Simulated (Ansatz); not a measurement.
Cost and result by functional for the adsorption energy of F on the 1x1 (110) surface of bcc Ta, one in a 2x2 cell, started at the site 'hollow Ta-Ta-Ta', in Ansatz (plane waves, PAW). Single points on the PBE structure, on one kind of machine; costs are rough ratios of the slab run's core time (references not counted) to the cheapest single point. r2SCAN's cost holds its higher cutoff (500 against 420 eV). Differences are taken against r2SCAN for comparison alone: no measured value is at hand, so the table doesn't rank accuracy.

Slab: 17 atoms, 6.8 Å thick at the start under the adsorbate (thin: gaps and levels are the slab's own); k 5x5x1, smearing 0.1 eV, dipole-corrected; 8 atoms held, the rest relaxed; start symmetry kept, larger cells not searched; no spin, no spin-orbit, no U, no dispersion correction. At the end it is bonded to 3 Ta. In PBE it is, or lies within 0.03 eV of, the lowest of the starts that converged. These notes are the PBE run's. Adsorption energies are against ½ F2(g). A negative adsorption energy means that the adsorbate is more stable on the surface than in its reference.

```csv
functional,relative cost,adsorption energy (eV),less r2SCAN (eV)
RPBE,1,-4.31,0.67
r2SCAN,2,-4.98,0.00
PBE (the relaxed run's value),–,-4.52,0.47
```

The values span 0.67 eV, while the single points' costs differ by a factor of roughly 2. Differences are of unrounded values.

Ansatz is a first-principles code.
